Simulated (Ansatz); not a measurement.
The parent structure is FePt (space group P4/mmm, No. 123; ferromagnetic).

```xyz
2
Lattice="2.7301 0.0000 0.0000 0.0000 2.7301 0.0000 0.0000 0.0000 3.7639" Properties=species:S:1:pos:R:3 pbc="T T T"
Fe     1.3650     1.3650     1.8819
Pt     0.0000     0.0000     0.0000
```

Computed with plane-wave PAW DFT at the PBE level (Ansatz, a quantum-chemistry and plane-wave program, 420 eV), no spin-orbit coupling.

Base values:

```
Quantity                             Value
-----------------------------  -----------
Density                        14.85 g/cm³
Shortest interatomic distance      2.696 Å
c/a ratio                            1.379
```

Now apply this change: cell and atoms relaxed at a pressure of 9 GPa.

Task: Estimate the effect on the density.

Result: The density increases by 0.61 g/cm³, from 14.85 g/cm³ to 15.46 g/cm³.

Task: What happens to the shortest interatomic distance?

Result: The shortest interatomic distance shrinks by 0.036 Å (2.696 Å → 2.660 Å).

Task: What does the calculation give for the c/a ratio after the change?

Result: The c/a ratio is nearly the same (1.379 against 1.378).

The magnetic state is the one reached from the starting moments; the real material's order can differ, and small cells can't hold many antiferromagnetic ones. Load acts through the strain it causes; cell and atoms are relaxed under it. Stability against distortions was not tested. Competing high-pressure phases were not computed.
